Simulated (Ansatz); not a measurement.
Start from Cu in the fcc (Cu type) structure (space group Fm-3m, No. 225).

```
Cu
1.0
    0.00000     1.78189     1.78189
    1.78189     0.00000     1.78189
    1.78189     1.78189     0.00000
Cu
1
Direct
  0.00000   0.00000   0.00000
```

Cartesian axes are those of the cell as printed.

Computed with DFT with PBEsol, PAW potentials and a 420 eV plane-wave cutoff in Ansatz (a first-principles code), no SOC.

Before the change:

```
Property                         Value
-----------------------------  -------
Pressure                       0.0 GPa
Shortest interatomic distance  2.520 Å
```

One thing is altered: the cell is stretched by 0.57 % along y with no lateral relaxation, atoms relaxed at fixed cell.

Question: What happens to the energy relative to the base, pressure and shortest interatomic distance?

Answer: The energy stays essentially unchanged; the pressure (mean of the normal stresses, compression positive) goes from zero to -0.9 GPa; the shortest interatomic distance remains 2.520 Å.

Without a gap, meshes like the base's 22×22×22 leave anisotropic stresses uncertain by several tenths of a GPa, and small strain energies with them. The cells carry an imposed strain or load. Whether these cells are dynamically stable was not tested. All final runs are without spin polarisation.
